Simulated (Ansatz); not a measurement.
**GaP: strain tensor (xx, yy, zz, yz, xz, xy) = (−0.91, +0.57, +0.59, −0.31, +0.05, −0.04) %**

The reference is GaP in the zinc blende structure (space group F-43m, No. 216; a = 5.4385 Å). Axes: x, y, z lie along the cube axes.

Perturbation: strain tensor (xx, yy, zz, yz, xz, xy) = (−0.91, +0.57, +0.59, −0.31, +0.05, −0.04) %, atoms relaxed at fixed cell.

Level of theory: PBEsol, PAW, 420 eV (Ansatz, a quantum-chemistry and plane-wave program; spin-orbit coupling left out). Γ-centred 11×11×11 mesh, Fermi–Dirac width 0.05 eV.

The volume per atom goes up by 0.05 Å³ (20.11 Å³ → 20.16 Å³) and the shortest interatomic distance is still 2.355 Å. The energy goes up by 0.9 meV/atom and the pressure (mean of the normal stresses, compression positive) goes from zero to -0.21 GPa. The band gap decreases by 0.126 eV to 1.33 eV and the gap character amounts to indirect, Γ → k = (0, 0.455, 0.455) in the run's primitive reciprocal basis. The smallest direct gap decreases by 0.08 eV to 1.72 eV and the valence-band top at Γ (three highest levels, from the VBM) changes from 0.00, 0.00, 0.00 eV to 0.00, -0.06, -0.11 eV. The stress (xx, yy, zz, yz, xz, xy; compression positive) comes out as (0.51, -0.56, -0.57, 0.41, -0.07, 0.05) GPa.

Final structure:

```
CELL_PARAMETERS angstrom
      0.00041     2.72630     2.72685
      2.69585    -0.00938     2.73664
      2.69354     2.73378    -0.00707
ATOMIC_POSITIONS crystal
  P  0.75046 0.74944 0.74968
  Ga 0.99954 0.00056 0.00032
```

Whether these cells are dynamically stable was not tested. Labels are those of the standard path for the cell's own space group.
